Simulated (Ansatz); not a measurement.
# V3Si, response to strain

Consider V3Si in the A15 (Cr3Si type) structure (space group Pm-3n, No. 223; a = 4.650 Å). Axes: x, y, z lie along the cube axes.

Strains are applied to the cell and any free atomic positions relax; under biaxial strain the out-of-plane vector relaxes too.

Calculations: Ansatz (a program for electronic structure), PBEsol, PAW, cutoff 420 eV, spin-orbit coupling left out, earlier PAW set.

Notes on the quantities. pressure: mean of the normal stresses, compression positive; energy relative to the base: free energy F.

| change | pressure | shortest interatomic distance | energy relative to the base | space group |
|---|---|---|---|---|
| base | 0.0 GPa | 232.5 pm | 0 meV/atom | Pm-3n (No. 223) |
| biaxial strain +2.35 %, plane normal [001], relaxed out of plane | -4.7 GPa | 227.5 pm | +12 meV/atom | P4_2/mmc (No. 131) |
| biaxial strain +0.90 %, plane normal [110], relaxed out of plane | -1.3 GPa | 228.9 pm | +1.4 meV/atom | Cccm (No. 66) |
| biaxial strain +1.92 %, plane normal [110], relaxed out of plane | -3.1 GPa | 226.9 pm | +6.6 meV/atom | Cccm (No. 66) |
| isotropic strain −5.29 % | 46.7 GPa | 220.2 pm | +0.241 eV/atom | Pm-3n (No. 223) |
| isotropic strain −1.50 % | 10.3 GPa | 229.0 pm | +17 meV/atom | Pm-3n (No. 223) |
| uniaxial strain ε_xx = +0.71 % | -1.4 GPa | 230.0 pm | +0.4 meV/atom | P4_2/mmc (No. 131) |
| uniaxial strain ε_yy = +4.13 % | -7.7 GPa | 223.9 pm | +16 meV/atom | P4_2/mmc (No. 131) |

Without a gap, meshes like the base's 10×10×10 leave anisotropic stresses uncertain by several tenths of a GPa, and small strain energies with them. Whether these cells are dynamically stable was not tested. Starting moments died away, wholly or in part, for the base; another magnetic solution may exist. The final runs are not spin-polarised.
